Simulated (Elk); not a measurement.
Band structure of Nb (Im-3m, 1 atom in the cell).

```xyz
1
Lattice="-1.6565 1.6565 1.6565 1.6565 -1.6565 1.6565 1.6565 1.6565 -1.6565" Properties=species:S:1:pos:R:3 pbc="T T T"
Nb     0.0000     0.0000     0.0000
```

Method: PBE, all-electron FP-LAPW, Elk's shipped species files, default APW+lo basis (Elk 10.2.4).

Settings: xctype = 20; rgkmax = 7; stype = 3; swidth = 0.00183747 Ha; ngridk = 9 9 9.

The starting cell comes from a database of computed structures (which also holds hypothetical and non-ambient phases and stackings), without a prior relaxation at this level. Its lattice was rescaled by a random factor within 2.5 % of one. Spin polarisation is off. Values depend on the basis (sphere radii, cutoffs, local orbitals), which need not be converged.

Levels in eV from the Fermi level, bands 3 to 10:
```
point       3       4      5      6      7     8     9    10
-----  ------  ------  -----  -----  -----  ----  ----  ----
Γ      -29.70  -29.70  -5.93   0.37   0.37  0.37  3.25  3.25
H      -30.60  -30.60  -3.70  -3.70   5.54  5.54  5.54  9.20
N      -30.11  -29.71  -3.71  -1.64   2.23  3.27  3.99  6.33
P      -30.37  -30.37  -1.11  -1.11  -1.11  4.08  4.08  9.60
```

Bands cross the Fermi level along this path, so the cell is metallic at this level.
